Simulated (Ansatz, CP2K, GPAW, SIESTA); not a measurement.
# Code comparison for GaCuSeS (I2_12_12_1, 8 atoms in the cell)

Band-structure calculation.

```xyz
8
Lattice="-2.7355 2.7391 5.4339 2.7355 -2.7391 5.4339 2.7355 2.7391 -5.4339" Properties=species:S:1:pos:R:3 pbc="T T T"
Ga     2.7355    -1.3695     4.1338
Ga     2.7355     1.3695     1.3001
Cu     0.0000     1.3695     4.1971
Cu     0.0000     4.1086     1.2368
Se     1.3240     0.0000     2.7169
Se    -1.3240     2.7391     2.7169
S      1.3678     2.7359     0.0000
S      4.1033     0.0032     0.0000
```

Shared settings, as Ansatz (a program for electronic structure) writes them: kpoints.mp_grid.grid = 3 3 3; scf.occupations.method = fermi_dirac; scf.occupations.width = 0.02 eV. Potentials and cutoffs stand in the table.

```tsv
code	model	gap along the path (eV)	smallest direct gap (eV)	cutoff
Ansatz	PBEsol, PAW files made with PBE	0.35	0.35	420 eV
GPAW	PBEsol, GPAW PAW datasets PBEsol (made by gpaw-setup)	0.38	0.38	800 eV
SIESTA	GGA PBEsol, numerical atomic orbitals DZP, PseudoDojo PBEsol standard norm-conserving potentials (rewritten from UPF to PSML)	0.56	0.56	grid 300 Ry
CP2K	PBEsol, GPW, DZVP-MOLOPT-SR-GTH basis, GTH-PBE potentials (GTH_POTENTIALS)	0.30	0.30	grid 600 Ry
```

The spread over the programs that give each value: gap along the path within 0.26 eV; smallest direct gap within 0.26 eV.

SIESTA and CP2K use small atom-centred bases, whose incompleteness enters pressures, forces and empty levels differently from a plane-wave cutoff.

In the gap along the path, SIESTA stands apart from the plane-wave programs.

The starting cell comes from a database of computed structures (which also holds hypothetical and non-ambient phases and stackings), without a prior relaxation at this level.

Left out of this page: Elk (not drawn, or without a comparable value).

Keys are those of Ansatz 0.2.
